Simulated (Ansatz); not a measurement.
Ansatz (a quantum-chemistry and plane-wave program) run on Zr3Si (P6_3/mmc, 8 atoms in the cell): self-consistent single point.

Method: r2SCAN, default PAW files made with PBE (plane waves; Ansatz).

```yaml
crystal:
  lattice:
    - [6.11738, 0.00000, 0.00000]
    - [-3.05869, 5.29781, 0.00000]
    - [0.00000, 0.00000, 4.97109]
  atoms:
    - { symbol: Zr, position: [0.34548, 0.17274, 0.75000] }
    - { symbol: Zr, position: [0.65452, 0.82726, 0.25000] }
    - { symbol: Zr, position: [0.17274, 0.34548, 0.25000] }
    - { symbol: Zr, position: [0.82726, 0.65452, 0.75000] }
    - { symbol: Zr, position: [0.82726, 0.17274, 0.75000] }
    - { symbol: Zr, position: [0.17274, 0.82726, 0.25000] }
    - { symbol: Si, position: [0.66667, 0.33333, 0.25000] }
    - { symbol: Si, position: [0.33333, 0.66667, 0.75000] }
```

Reference input (self-consistent single point, DFT, r2SCAN, plane waves, default PAW files made with PBE): basis.ecutwfc = 500 eV; kpoints.mp_grid.grid = 5 5 5; hamiltonian.xc = r2scan; hamiltonian.pseudopotentials = {kind: paw} (the program's default PAW files); scf.occupations.method = fermi_dirac; scf.occupations.width = 0.1 eV. This run's input differs from it in these lines:

Ansatz 0.2 input:
```diff
@@ -22,3 +22,3 @@
 scf:
-  occupations: { method: fermi_dirac, width: 0.1 eV }
+  occupations: { method: fermi_dirac, width: 0.15 eV }
 output:
```

The program printed (abridged):

```
SCF iter   1: F=—  HF=-26451.205685 eV  |F-HF|=—  |Δ(HF+E_count)|=         —  Δρ=7.95e-3  dr2=8.62e-2  dr2_τ=5.18e-2  ethr=1.77e-3  ⟨swp⟩=6.7  Hψ=3007  notcnv=0
all-band conjugate gradients solve this SCF's bands
preconditioner: auto → Kerker (q_TF=auto, 2.428 Å⁻¹)
SCF iter   2: F=—  HF=-26451.462303 eV  |F-HF|=—  |Δ(HF+E_count)|=   2.57e-1  Δρ=5.46e-3  dr2=4.25e-2  dr2_τ=1.17e-3  ethr=1.08e-4  ⟨swp⟩=2.0  Hψ=1579  notcnv=0
   [... lines left out ...]
SCF iter   5: F=—  HF=-26451.467000 eV  |F-HF|=—  |Δ(HF+E_count)|=   1.10e-4  Δρ=6.73e-5  dr2=6.47e-6  dr2_τ=3.95e-7  ethr=2.48e-7  ⟨swp⟩=2.0  Hψ=981  notcnv=0
SCF iter   6: F=—  HF=-26451.466829 eV  |F-HF|=—  |Δ(HF+E_count)|=   1.71e-4  Δρ=1.94e-5  dr2=8.28e-7  dr2_τ=1.13e-8  ethr=8.09e-9  ⟨swp⟩=2.1  Hψ=1108  notcnv=0
SCF iter   7: F=-26451.466830 eV  HF=-26451.466830 eV  |F-HF|=1.39e-9  |Δ(HF+E_count)|=   4.10e-7  Δρ=3.09e-6  dr2=2.32e-8  dr2_τ=1.69e-9  ethr=1.25e-10  ⟨swp⟩=5.0  Hψ=3445  notcnv=0
SCF 1 converged in 7 iterations: F = -26451.466830 eV  dr2 = 2.32e-8
Free energy (F): -26451.466830 eV
Internal energy: -26450.996655 eV  (E = F + TS)
E sigma→0 (E₀):  -26451.231742 eV
Entropy (-TS):   -0.470175 eV (-58.772 meV/atom)
Fermi energy:    14.102975 eV
--- Forces (eV/Å), atoms counted from 1 ---
  atom   1  Zr    -0.05316609    -0.03069545     0.00000000
  atom   2  Zr     0.05316609     0.03069545    -0.00000000
  atom   3  Zr    -0.00000000    -0.06139091    -0.00000000
  atom   4  Zr     0.00000000     0.06139091     0.00000000
  atom   5  Zr     0.05316609    -0.03069545    -0.00000000
  atom   6  Zr    -0.05316609     0.03069545     0.00000000
  atom   7  Si     0.00000000     0.00000000     0.00000000
  atom   8  Si    -0.00000000    -0.00000000    -0.00000000
--- Stress (GPa, compression-positive) ---
       -1.005242       0.000000       0.000000
        0.000000      -1.005242      -0.000000
        0.000000      -0.000000      -1.191549
  P = ⅓ Tr σ = -1.0673 GPa (-10.673 kbar)
  The stress holds the Pulay correction. Without it, at fixed plane waves, as pw.x and ABINIT print it: P = -1.1438 GPa
```

The run converged in 7 iterations. Against the reference run the free energy goes down by 15.7 meV/atom, the pressure goes from -1.18 to -1.07 GPa and the largest force goes from 0.051 to 0.061 eV/Å.

The starting cell comes from a database of computed structures (which also holds hypothetical and non-ambient phases and stackings), without a prior relaxation at this level. Ansatz's pressure includes its estimate of the finite-basis (Pulay) stress.
